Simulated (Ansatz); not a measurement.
# CuI: isotropic strain −2.50 %

Start from CuI in the zinc blende structure (space group F-43m, No. 216; a = 5.9393 Å).

The change: the cell is scaled by 0.9750 in all directions; the atoms relax in the strained cell.

Method: PBEsol (Ansatz, an electronic-structure program; PAW; 420 eV plane waves; spin-orbit coupling left out). k-mesh 10×10×10 (Γ-centred); smearing 0.05 eV (Fermi–Dirac).

```csv
quantity,base,changed,shift
volume per atom,26.19 Å³,24.27 Å³,-1.92 Å³
space group,F-43m (No. 216),F-43m (No. 216),–
shortest interatomic distance,2.572 Å,2.508 Å,-0.064 Å
energy relative to the base (free energy F),0 meV/atom,+25 meV/atom,+25 meV/atom
pressure,0.00 GPa,4.57 GPa,+4.57 GPa
band gap,1.17 eV,1.40 eV,+0.23 eV
gap character,direct at Γ,direct at Γ,–
mean gap deformation potential ΔEg/Δln V,–,-3.0 eV,–
electron mass,0.14 mₑ (at Γ),0.15 mₑ (at Γ),–
"valley order (the lowest conduction-band minima on the path, energy above the VBM, named in the base's zone)",Γ 1.17 eV; L along ⟨111⟩ 2.11 eV; X along ⟨100⟩ 2.47 eV,Γ 1.40 eV; L along ⟨111⟩ 2.17 eV; X along ⟨100⟩ 2.30 eV,–
```

Final structure:

```
CELL_PARAMETERS angstrom
      0.00000     2.89542     2.89542
      2.89542     0.00000     2.89542
      2.89542     2.89542     0.00000
ATOMIC_POSITIONS crystal
  Cu 0.00000 0.00000 0.00000
  I  0.25000 0.25000 0.25000
```

Spin-orbit coupling, missing from the scalar runs, can matter with I. Masses are band curvatures over ±0.01 Å⁻¹ around the edge. Stability against distortions was not tested. The final runs are not spin-polarised.
